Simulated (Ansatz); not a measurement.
SrO in the rock salt structure (space group Fm-3m, No. 225)

```
SrO
1.0
    0.00000     2.56121     2.56121
    2.56121     0.00000     2.56121
    2.56121     2.56121     0.00000
Sr O
1 1
Direct
  0.00000   0.00000   0.00000
  0.50000   0.50000   0.50000
```

The values are results of PBEsol (Ansatz, a first-principles code, PAW, no SOC), not measurements. Settings: 11×11×11 k-points, 0.05 eV Fermi–Dirac smearing.

* **Volume per atom**: 16.80 Å³
* **Density**: 5.12 g/cm³
* **Band gap**: 3.20 eV, indirect, Γ → X
* **Electron mass**: 1.2 mₑ along k, 0.39 mₑ across
* **Lowest conduction-band minima above the VBM**: X along ⟨100⟩ 3.20 eV; Γ 3.93 eV
* **Total energy**: -2028.058 eV/atom (σ→0; compares only within this code and set-up)

Effective masses come from finite differences of ±0.01 Å⁻¹. Along k means along the line from Γ to the band edge. Whether these cells are dynamically stable was not tested.
